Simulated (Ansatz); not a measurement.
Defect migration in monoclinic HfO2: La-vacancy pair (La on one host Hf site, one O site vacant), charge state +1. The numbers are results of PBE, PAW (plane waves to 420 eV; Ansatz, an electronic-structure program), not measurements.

Settings: 96 host sites, the relaxed PBE lattice, the Γ point alone, smearing 0.01 eV, spin-restricted, no image-charge correction. Energies are static. Spin-orbit coupling is left out. The charge state is imposed; whether it is stable for some Fermi level was not computed. Forms of the defect that were not tried may lie lower. The start lies 0.066 eV above the lowest site run (PBE).

Barriers: single points on a 2×2×2 k-point mesh shifted by half a step at the bands' geometries.

The step: a nearby O atom hops onto the vacant site (La-vacancy distance between ideal sites 2.05 → 2.15 Å); the atom moves 2.86 Å along (0.02, -0.16, 0.51) of the unit cell; the moving atom starts with neighbours Hf at 2.03, Hf at 2.09; La at 2.35 Å and ends with Hf at 1.99, Hf at 2.12; La at 2.25; O at 2.51 Å.

Task: Give the migration barrier of this step at the level PBE, PAW.

Result: 0.99 eV forward and 0.85 eV backward. At the saddle the moving atom has neighbours Hf at 2.00; La at 2.26 Å. The saddle point's order was not checked.
